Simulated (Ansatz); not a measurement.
**AlIr (model structure, Fm-3m, No. 225, 2 atoms in the cell)**

All values below come from LDA (Ansatz, a program for electronic structure, PAW).

Settings: plane-wave cutoff 520 eV, 20×20×20 k mesh, Fermi–Dirac smearing 0.05 eV, no spin polarisation, scalar-relativistic PAW data made under PBE.

Cell (relaxed at this level):

```cif
data_AlIr
_chemical_formula_sum 'Ir1 Al1'
_space_group_name_H-M_alt 'P 1'
_space_group_IT_number 1
_cell_length_a 3.50867
_cell_length_b 3.50867
_cell_length_c 3.50867
_cell_angle_alpha 60.000
_cell_angle_beta 60.000
_cell_angle_gamma 60.000
loop_
_space_group_symop_operation_xyz
  'x, y, z'
loop_
_atom_site_label
_atom_site_type_symbol
_atom_site_fract_x
_atom_site_fract_y
_atom_site_fract_z
_atom_site_occupancy
Ir1 Ir 0.00000 0.00000 0.00000 1
Al1 Al 0.50000 0.50000 0.50000 1
```

```json
{
  "bulk modulus B0": "177 GPa"
}
```

Note: the run has no spin polarisation, so it can have missed a magnetic state; the bulk modulus is −V dP/dV from two relaxed cells at ±2 % in volume; the relaxation could raise the start's symmetry but not lower it, so the cell can be a saddle point.

Spin–orbit coupling is not included.

Computed values are for the static lattice.

A model structure was made by putting elements into a prototype or built by hand; it is no filed structure, need not be a known phase, and can be a saddle point held by its symmetry.
